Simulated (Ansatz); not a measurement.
We consider LaHfNO2 (model structure, started from the LaTiNO2 type, I2₁2₁2₁, No. 24, 10 atoms in the cell), described by HSE06 (plane waves, PAW; Ansatz, a program for electronic structure).

Settings: plane-wave cutoff 460 eV, 6×6×6 k mesh, Fermi–Dirac smearing 0.01 eV, scalar-relativistic PAW data made under PBE.

Cell (relaxed with PBEsol):

```
HfLaNO2
1.0
   -2.91411     2.91513     4.02567
    2.91411    -2.91513     4.02567
    2.91411     2.91513    -4.02567
La Hf N O
2 2 2 4
Direct
  0.97922   0.75000   0.72922
  0.52078   0.25000   0.77078
  0.25000   0.51502   0.26502
  0.75000   0.98498   0.23498
  0.93695   0.68695   0.25000
  0.56305   0.81305   0.75000
  0.39330   0.75000   0.14330
  0.10670   0.25000   0.35670
  0.94251   0.19251   0.75000
  0.55749   0.30749   0.25000
```

Q: Estimate the band gap, smallest direct gap on the k points sampled and direct gap at Γ that the calculation returns.

A: 
- band gap: 3.58 eV (on the SCF k mesh)
- smallest direct gap on the k points sampled: 3.95 eV
- direct gap at Γ: 3.98 eV

Note: the relaxation could raise the start's symmetry but not lower it, so the cell can be a saddle point; cell and atoms aren't relaxed at this level (largest force component 0.08 eV/Å, pressure 2.6 GPa).

Spin–orbit coupling is not included.

Computed values are for the static lattice.

The result took about 20 core-minutes (a rough figure).

A model structure was made by putting elements into a prototype or built by hand; it is no filed structure, need not be a known phase, and can be a saddle point held by its symmetry.
